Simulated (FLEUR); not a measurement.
Input and output of a self-consistent single point for NbAs (I4_1md, 4 atoms in the cell) (FLEUR).

Level of theory: PBE, all-electron FLAPW (FLEUR), scalar-relativistic valence in FLEUR.

The change in words: lattice scaled by 0.98. Reference geometry:
```yaml
crystal:
  lattice:
    - [-1.73327, 1.73327, 5.90503]
    - [1.73327, -1.73327, 5.90503]
    - [1.73327, 1.73327, -5.90503]
  atoms:
    - { symbol: Nb, position: [0.74972, 0.74972, 0.00000] }
    - { symbol: Nb, position: [0.49972, 0.99972, 0.50000] }
    - { symbol: As, position: [0.16728, 0.16728, 0.00000] }
    - { symbol: As, position: [0.91728, 0.41728, 0.50000] }
```

Reference input (self-consistent single point, DFT, PBE, all-electron FLAPW (FLEUR), scalar-relativistic valence): Kmax = 4.3 1/bohr; GmaxXC = 12.9 1/bohr; xcFunctional = pbe; jspins = 1; l_soc = F; mode = hist; fermiSmearingEnergy = 0.00183747 Htr; mesh (inpgen div1-3) = 8 8 8; inpgen gamma flag = true; Gmax = 12.9 1/bohr; numbands = 0; maxIterBroyd = 25. This run's input differs from it in these lines:

```diff
@@ -3,6 +3,6 @@
 &input film=f /
--0.2710954999 0.2710954999 0.9235878193
-0.2710954999 -0.2710954999 0.9235878193
-0.2710954999 0.2710954999 -0.9235878193
-12.0821098165
+-0.2710955703 0.2710955703 0.9235877779
+0.2710955703 -0.2710955703 0.9235877779
+0.2710955703 0.2710955703 -0.9235877779
+11.8404673319
 1.0 1.0 1.0
@@ -45,5 +45,5 @@
          <bravaisMatrix>
-            <row-1>   -3.2754056005507644     3.2754056005507644    11.1588894579643583</row-1>
-            <row-2>    3.2754056005507644    -3.2754056005507644    11.1588894579643583</row-2>
-            <row-3>    3.2754056005507644     3.2754056005507644   -11.1588894579643583</row-3>
+            <row-1>   -3.2098982439599495     3.2098982439599495    10.9357109123670622</row-1>
+            <row-2>    3.2098982439599495    -3.2098982439599495    10.9357109123670622</row-2>
+            <row-3>    3.2098982439599495     3.2098982439599495   -10.9357109123670622</row-3>
          </bravaisMatrix>
```

Output (repeated stretches shortened):

```
 Iteration:     1   Distance:      12.27115284 me/bohr^3
 Iteration:     2   Distance:      10.79162390 me/bohr^3
 Iteration:     3   Distance:       4.63629199 me/bohr^3
 Iteration:     4   Distance:       5.45940086 me/bohr^3
 Iteration:     5   Distance:       1.87153605 me/bohr^3
   [... 7 lines left out ...]
 Iteration:    13   Distance:       0.00054819 me/bohr^3
 Iteration:    14   Distance:       0.00007895 me/bohr^3
 Iteration:    15   Distance:       0.00009325 me/bohr^3
 Iteration:    16   Distance:       0.00000636 me/bohr^3
 Reset of history
 Run finished successfully
 Stop message:
   Structural relaxation: new displacements generated

[file out, last iteration]
             iter=     17
[...]
          total density-effective poten   -1.9649710016E+04
          total charge density-energy d   -4.0616853106E+02
 Updated energy parameters for spin:           1
[...]
 fermi energy and band-weighting factors:
    0.914094    0.925305    0.925305

[...]
FERMIE:
          first approx. to ef    (T=0)  :   0.483939 htr   (energy of the highest occ. eigenvalue)
          number of occ. states  (T=0)  :       1653
          first approx. to seigv (T=0)  : -24.375048 htr
          sum of weights of occ. states :  28.007812
          sum of semicore charge        :   0.000000 e
FERHIS:  Fermi-Energy by histogram:
          bandgap                     :   0.000034 htr
   [... lines left out ...]
          charge neutrality (T=0)     :   0.015625    (zero if the highest occ. eigenvalue is "entirely" occupied)
     EF_NEWTON:  Adjust Fermi-Energy by Newton-Method.
 Direct bandgap for spin            1 :    3.0878033440304709E-003  Htr
 ---->    free energy=                    -12163.2347081705 htr
   [... lines left out ...]
      extrapolation for T->0
 ---->    total electron energy=          -12163.2345553694 htr
 ***** TOTAL FORCES ON ATOMS *****
 TOTAL FORCE FOR ATOM TYPE=  1  X=  0.000   Y=  0.000   Z= -5.474
                       FX_TOT= 0.000000 FY_TOT= 0.000000 FZ_TOT=-0.001461
 TOTAL FORCE FOR ATOM TYPE=  2  X=  0.000   Y=  0.000   Z=  3.659
                       FX_TOT= 0.000000 FY_TOT= 0.000000 FZ_TOT= 0.001461
```

The run converged in 16 iterations. FLEUR gives forces in its relaxation mode, with a further iteration, so its stop message speaks of a relaxation. Against the reference run the free energy rises by 41.1 meV/atom.

The starting cell comes from a database of computed structures (which also holds hypothetical and non-ambient phases and stackings), without a prior relaxation at this level. For this run, on top of that: lattice scaled by 0.98. Spin polarisation is off. Values depend on the basis (sphere radii, cutoffs, local orbitals), which need not be converged. The log's line on a gap gives a spacing of levels on this mesh, which the program prints for metals too.

Cost on one core of a shared machine: roughly 9 min.
